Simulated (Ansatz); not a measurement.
Take CuI in the zinc blende structure (space group F-43m, No. 216) as the base.

Space group F-43m (No. 216); a = b = c = 6.079 Å, α = β = γ = 90.00°

```csv
atom,site,symmetry,x,y,z
I,4c,-43m,0.2500,0.2500,0.2500
Cu,4a,-43m,0.0000,0.0000,0.0000
```
(The calculation used a cell of 2 atoms; values per cell refer to that cell.)

Method: Ansatz (a first-principles code), PBE, PAW, cutoff 420 eV, scalar-relativistic without spin-orbit coupling.

Base values:

The electron mass comes out as 0.15 mₑ (at Γ). The hole mass is 0.22, 0.75, 0.75 mₑ (at Γ) and the lattice parameter a comes out as 6.079 Å.

The change: a hydrostatic pressure of 22.5 GPa.

Question: What happens to the electron mass, hole mass and lattice parameter a?

Answer: The electron mass changes from 0.15 mₑ (at Γ) to 0.16 mₑ (at Γ); the hole mass (degenerate bands, along [100]) becomes 0.22, 0.42, 0.42 mₑ (at Γ) (base: 0.22, 0.75, 0.75 mₑ (at Γ)); the lattice parameter a decreases by 0.540 Å to 5.539 Å.

With I present, leaving out spin-orbit coupling can change the band edges. The levels and masses belong to the bands next to the band gap. Load acts through the strain it causes; cell and atoms are relaxed under it. Effective masses come from finite differences of ±0.01 Å⁻¹. Stability against distortions was not tested. Tetrahedral semiconductors of this kind turn to denser phases somewhere between about 1 and 50 GPa; those were not computed, so compressed cells here can lie past the real transition. The final runs are not spin-polarised.
